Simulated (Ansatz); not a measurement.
# Effect of As → Ge on As

Take As in the A7 type structure (space group R-3m, No. 166; a = 3.759 Å, c = 10.735 Å (hexagonal axes); layered) as the base.

One thing is altered: full substitution As → Ge, then cell and atoms are relaxed.

All numbers come from plane-wave PAW DFT at the r2SCAN+rVV10 level (Ansatz, an electronic-structure program, 500 eV), no spin-orbit coupling, earlier PAW set. k-mesh 17×17×17 (Γ-centred); smearing 0.05 eV (Fermi–Dirac), for the changed cell.

```tsv
quantity	base	changed	shift
volume per atom	21.89 Å³	19.05 Å³	-2.84 Å³
density	5.68 g/cm³	6.33 g/cm³	+0.65 g/cm³
space group	R-3m (No. 166)	Pm-3m (No. 221)	–
shortest interatomic distance	2.516 Å	2.671 Å	+0.155 Å
band gap	zero	zero	–
```

Final structure:

```
CELL_PARAMETERS angstrom
      2.67078     0.00000     0.00000
      0.00000     2.67078     0.00000
      0.00000     0.00000     2.67078
ATOMIC_POSITIONS crystal
  Ge 0.50000 0.50000 0.50000
```

Whether these cells are dynamically stable was not tested. As relaxed here, Ge is a hypothetical phase, not in the database extracts checked.
